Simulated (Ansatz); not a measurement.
# Bi2Se3, response to strain

Consider Bi2Se3 in the Bi2Te3 type structure (space group R-3m, No. 166; a = 4.145 Å, c = 29.266 Å (hexagonal axes)). Axes: x lies along a and z along c of the hexagonal cell.

Strains are applied to the cell and any free atomic positions relax.

Computed with Kohn–Sham DFT with the r2SCAN+rVV10 functional, run in Ansatz (a quantum-chemistry and plane-wave program) with PAW and 500 eV plane waves, without spin-orbit coupling.

Candidates:
(a) uniaxial strain ε_zz = −1.00 %
(b) tensor shear ε_xz = −0.93 %
(c) isotropic strain +1.55 %
(d) uniaxial strain ε_yy = +0.66 %

Order them by largest internal atomic displacement, highest first.

(c) isotropic strain +1.55 % (0.089 Å), (b) tensor shear ε_xz = −0.93 % (0.049 Å), (a) uniaxial strain ε_zz = −1.00 % (0.025 Å), (d) uniaxial strain ε_yy = +0.66 % (0.012 Å)

Stability against distortions was not tested.
